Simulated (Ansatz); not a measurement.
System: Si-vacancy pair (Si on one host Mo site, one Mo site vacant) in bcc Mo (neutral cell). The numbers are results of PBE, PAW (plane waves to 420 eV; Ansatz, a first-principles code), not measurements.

36-site cell at the relaxed PBE lattice, a 2×2×3 k-point mesh shifted by half a step, smearing 0.10 eV, spin-restricted, no finite-size correction. Energies are static. Forms of the defect that were not tried may lie lower. The order of the sites in energy changes with the mesh.

Barriers: single points on a 3×3×5 k-point mesh shifted by half a step at the bands' geometries.

The step: direct exchange of Si with the vacancy (Si-vacancy distance between ideal sites 2.74 Å throughout); the atom moves 2.52 Å along (0.46, 0.46, 0.46) of the unit cell; the moving atom starts with neighbours 3 Mo at 2.71, 2 Mo at 2.76, Mo at 2.78, Mo at 2.84, 3 Mo at 3.05, 2 Mo at 3.21, Mo at 3.27 Å and ends with 3 Mo at 2.71, 2 Mo at 2.76, Mo at 2.78, Mo at 2.84, 3 Mo at 3.05, 2 Mo at 3.21, Mo at 3.27 Å.

Task: What migration barrier of this step does PBE, PAW give?

Result: 0.48 eV, the same both ways. At the saddle the moving atom has neighbours 4 Mo at 2.62, 2 Mo at 2.64 Å. The saddle point's order was not checked, and it lies on a symmetry element of the cell, where a band can be held.
